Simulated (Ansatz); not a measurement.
**Ti₃Ge (I-4, No. 82, 16 atoms in the cell; start mp-1189044)**

The numbers are results of LDA (plane waves, PAW; Ansatz, an electronic-structure program), not measurements.

Numerical settings: plane-wave cutoff 500 eV, 10×10×10 k mesh, Fermi–Dirac smearing 0.05 eV, no spin polarisation, scalar-relativistic PAW data made under PBE.

Cell (relaxed at this level):

```cif
data_Ge4Ti12
_chemical_formula_sum 'Ti12 Ge4'
_space_group_name_H-M_alt 'P 1'
_space_group_IT_number 1
_cell_length_a 7.51161
_cell_length_b 7.51161
_cell_length_c 7.51161
_cell_angle_alpha 96.426
_cell_angle_beta 96.426
_cell_angle_gamma 140.910
loop_
_space_group_symop_operation_xyz
  'x, y, z'
loop_
_atom_site_label
_atom_site_type_symbol
_atom_site_fract_x
_atom_site_fract_y
_atom_site_fract_z
_atom_site_occupancy
Ti1 Ti 0.68042 0.86897 0.97442 1
Ti2 Ti 0.13103 0.10545 0.81145 1
Ti3 Ti 0.89455 0.70599 0.02558 1
Ti4 Ti 0.29401 0.31958 0.18855 1
Ti5 Ti 0.99314 0.37691 0.33018 1
Ti6 Ti 0.62309 0.95327 0.61623 1
Ti7 Ti 0.04673 0.66296 0.66982 1
Ti8 Ti 0.33704 0.00686 0.38377 1
Ti9 Ti 0.02032 0.42280 0.96841 1
Ti10 Ti 0.57720 0.54561 0.59752 1
Ti11 Ti 0.45439 0.05191 0.03159 1
Ti12 Ti 0.94809 0.97968 0.40248 1
Ge1 Ge 0.48972 0.81538 0.25428 1
Ge2 Ge 0.18462 0.43890 0.67434 1
Ge3 Ge 0.56110 0.23544 0.74572 1
Ge4 Ge 0.76456 0.51028 0.32566 1
```

```yaml
band_gap: zero (no gap)
```

Note: the relaxation could not lower the start's symmetry, so the cell can be a saddle point above a distorted one.

Spin–orbit coupling is not included.

Computing time: very roughly 30 core-minutes.

A start named mp-… is a Materials Project structure, which need not be a measured phase.
